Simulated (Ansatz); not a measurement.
Take LiCl in the rock salt structure (space group Fm-3m, No. 225; a = 5.0642 Å) as the base.

Calculations: Kohn–Sham DFT with the PBEsol functional, run in Ansatz (a first-principles code) with PAW and 420 eV plane waves, spin-orbit coupling left out.

Base values:

| Property | Result |
|---|---|
| Valley order | Γ 6.35 eV; L along ⟨111⟩ 6.58 eV; X along ⟨100⟩ 7.78 eV |
| Width of the top valence band | 1.20 eV |

The change: the cell is scaled by 0.9950 in all directions; the atoms relax in the strained cell.

Task: Predict the new valley order and width of the top valence band.

Result: The valley order (the lowest conduction-band minima on the path, energy above the VBM, named in the base's zone) becomes Γ 6.44 eV; L along ⟨111⟩ 6.59 eV; X along ⟨100⟩ 7.81 eV (base: Γ 6.35 eV; L along ⟨111⟩ 6.58 eV; X along ⟨100⟩ 7.78 eV); the width of the top valence band grows by 0.03 eV to 1.23 eV.

The levels and masses belong to the bands next to the band gap. Stability against distortions was not tested.
